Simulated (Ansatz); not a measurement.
Here is the system:

```xyz
2
Lattice="3.8839 0.0000 0.0000 1.9420 3.3636 0.0000 1.9420 -1.1212 3.1002" Properties=species:S:1:pos:R:3 pbc="T T T"
Ag     0.0000     0.0000     0.0000
Cl     1.9420     1.1212     1.5501
```

No spin polarisation.

The values are results of PBEsol (Ansatz, an electronic-structure program; PAW; 420 eV plane waves; no spin-orbit coupling), not measurements. Settings: 10×10×10 k-points, 0.05 eV Fermi–Dirac smearing.

**Question.** What is the computed pressure (mean of the normal stresses, compression positive)?

**Answer.** -0.14 GPa.

**Question.** Estimate the smallest direct gap.

**Answer.** 3.00 eV.

The cells carry an imposed strain or load. Stability against distortions was not tested. The cell was made from AgCl in the rock salt structure (space group Fm-3m, No. 225) by this change: biaxial strain +0.83 %, plane normal [111], relaxed out of plane.
